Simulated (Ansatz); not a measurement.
# A computed series for hypothetical I4/mmm Ge: pressure series

The reference is Ge (space group I4/mmm, No. 139; a hypothetical phase, not in the database extracts checked).

```cif
data_Ge8
_chemical_formula_sum 'Ge8'
_space_group_name_H-M_alt 'I4/mmm'
_space_group_IT_number 139
_space_group_name_Hall '-I 4 2'
_cell_length_a 6.94820
_cell_length_b 6.94820
_cell_length_c 4.01118
_cell_angle_alpha 90.000
_cell_angle_beta 90.000
_cell_angle_gamma 90.000
loop_
_atom_site_label
_atom_site_type_symbol
_atom_site_symmetry_multiplicity
_atom_site_Wyckoff_symbol
_atom_site_fract_x
_atom_site_fract_y
_atom_site_fract_z
_atom_site_occupancy
Ge1 Ge 8 h 0.17862 0.17862 0.00000 1
```
(The calculation used a cell of 4 atoms; values per cell refer to that cell.)

Cell and atoms are relaxed at each pressure.

Computed with Ansatz (an electronic-structure program), PBEsol, PAW, cutoff 420 eV, no spin-orbit coupling.

| pressure (GPa) | volume per atom (Å³/atom) |
|---|---|
| -2 | 25.076 |
| -1 | 24.617 |
| 0 | 24.206 |
| 0.7 | 23.938 |
| 1.5 | 23.651 |
| 3 | ? |
| 5 | 22.585 |
| 7.5 | 21.960 |
| 10 | 21.413 |

Q: Fit the third-order Birch–Murnaghan form P(V) = (3B₀/2)[(V₀/V)^(7/3) − (V₀/V)^(5/3)]·[1 + (3/4)(B₀′ − 4)((V₀/V)^(2/3) − 1)] (squares taken in P) to the rows shown and predict the withheld row.

A: Least squares on the printed values gives V₀ = 24.206 Å³/atom, B₀ = 61.5 GPa, B₀′ = 4.6; this predicts 23.162 Å³/atom, and the run gives 23.161 Å³/atom, in agreement.

Load acts through the strain it causes; cell and atoms are relaxed under it. Stability against distortions was not tested. No other phases were tried under pressure.
